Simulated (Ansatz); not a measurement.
MgSnO3: pressure series

The reference is MgSnO₃ (space group R-3, No. 148; a = 5.279 Å, c = 14.107 Å (hexagonal axes); a cell from a computed database, its experimental status unchecked).

Cell and atoms are relaxed at each pressure.

All numbers come from Kohn–Sham DFT with the PBEsol functional, run in Ansatz (a program for electronic structure) with PAW and 420 eV plane waves, scalar-relativistic without spin-orbit coupling.

Candidates:
(a) pressure 0.7 GPa
(b) pressure −1 GPa
(c) pressure −2 GPa
(d) pressure 7.5 GPa

For the base:

```
Quantity   Result
--------  -------
Band gap  2.74 eV
```

### Question
Order them by band gap, lowest first.

### Answer
(c) pressure −2 GPa (2.66 eV), (b) pressure −1 GPa (2.70 eV), (a) pressure 0.7 GPa (2.77 eV), (d) pressure 7.5 GPa (3.00 eV)

Load acts through the strain it causes; cell and atoms are relaxed under it. No phonon test of stability was made. No other phases were tried under pressure.
